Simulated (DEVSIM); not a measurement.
System: illuminated Si p-on-n cell, one wavelength, with a back-surface field, at 400 K.

Layer 1 from the left is Si, thickness (μm) 0.650, Na (cm⁻³) 1.5e19, τn (s) 8e-6, τp (s) 1.7e-7, absorption coefficient (cm⁻¹) 55000. Layer 2 from the left is Si, thickness (μm) 120, Nd (cm⁻³) 1.3e16, τn (s) 8.7e-6, τp (s) 8.7e-6, absorption coefficient (cm⁻¹) 55000. Layer 3 from the left is Si, thickness (μm) 0.410, Nd (cm⁻³) 1.2e18, τn (s) 8.7e-6, τp (s) 8.7e-6, absorption coefficient (cm⁻¹) 55000.

Left contact: ohmic, minority electron recombination velocity 9000 cm/s. Right contact: ohmic, minority hole recombination velocity 2e5 cm/s. Voltage is applied to the left contact. Recombination: SRH at mid-gap, radiative, Auger. Light enters at the left, 2.5e17 photons cm⁻² s⁻¹, one pass, no reflection. Mobility is constant in doping.

This is a model device: material constants are rounded textbook-type values typed into the input, and sizes, dopings and lifetimes were drawn at random. Values at 300 K; Nc and Nv go as T^1.5, mobilities as T to minus their exponent, the gap by Varshni's rule with the affinity fixed.

Si: gap (eV) 1.124, affinity (eV) 4.05, permittivity 11.7, Nc (cm⁻³) 2.86e19, Nv (cm⁻³) 3.1e19, μn (cm²/Vs) 1417, μp (cm²/Vs) 470, T exponent of μn 2.3, T exponent of μp 2.2, B (cm³/s) 4.7e-15, Cn (cm⁶/s) 2.8e-31, Cp (cm⁶/s) 9.9e-32, Varshni α (eV/K) 0.000473, Varshni β (K) 636.

Model (solved in DEVSIM): 1D drift-diffusion, Boltzmann statistics, complete ionisation; no tunnelling, impact ionisation, image-force lowering or self-heating.

Dark forward current:

| |V| (V) | |J| (A/cm²) |
|---|---|
| 0.05 | 1.560e-6 |
| 0.10 | 7.668e-6 |
| 0.15 | 3.266e-5 |
| 0.20 | 0.0001370 |
| 0.25 | 0.0005767 |
| 0.30 | 0.002438 |
| 0.35 | 0.01031 |
| 0.40 | 0.04310 |
| 0.45 | 0.1720 |
| 0.50 | 0.6077 |
| 0.55 | 1.814 |
| 0.60 | 4.786 |
| 0.65 | 11.80 |
| 0.70 | 27.84 |
| 0.75 | 63.55 |
| 0.80 | 138.7 |
| 0.85 | 277.4 |
| 0.90 | 492.6 |
| 0.95 | 781.4 |
| 1.00 | 1135 |
| 1.05 | 1543 |
| 1.10 | 2000 |

Problem. Work out the local ideality factor n = ΔV / (kT/q · ln(J2/J1)) between the rows 0.15 and 0.20 V, 0.30 and 0.35 V, 1.05 and 1.10 V.

Solution. kT/q = 34.47 mV. From 0.15 to 0.20 V: ln(0.0001370/3.266e-5) = 1.434, n = 1.01, near the 1 of diffusion or emission over a barrier. From 0.30 to 0.35 V: ln(0.01031/0.002438) = 1.442, n = 1.01, near the 1 of diffusion or emission over a barrier. From 1.05 to 1.10 V: ln(2000/1543) = 0.259, n = 5.59.

Problem. What current could the absorbed light give at most, and what share is collected?

Solution. Σ αd = 666, so qΦ(1 − exp(−Σ αd)) = 40.1 mA/cm². The simulated short-circuit current is 39.23 mA/cm², a share of 0.98.

Problem. Estimate the open-circuit voltage by superposition: the voltage at which the dark current equals that short-circuit current.

Solution. Interpolating ln J in the table gives 0.397 V. The simulation gives 0.396 V, the same within the digits that matter. Superposition holds where collection doesn't change with voltage.

Problem. Estimate the fill factor from FF0 = (v − ln(v + 0.72))/(v + 1), v = qVoc/(nkT), with n from the dark curve.

Solution. The rows about Voc, 0.35 and 0.40 V, give n = 1.01, so v = 11.3 and FF0 = 0.717. The simulation gives 0.719, the same within the digits that matter.
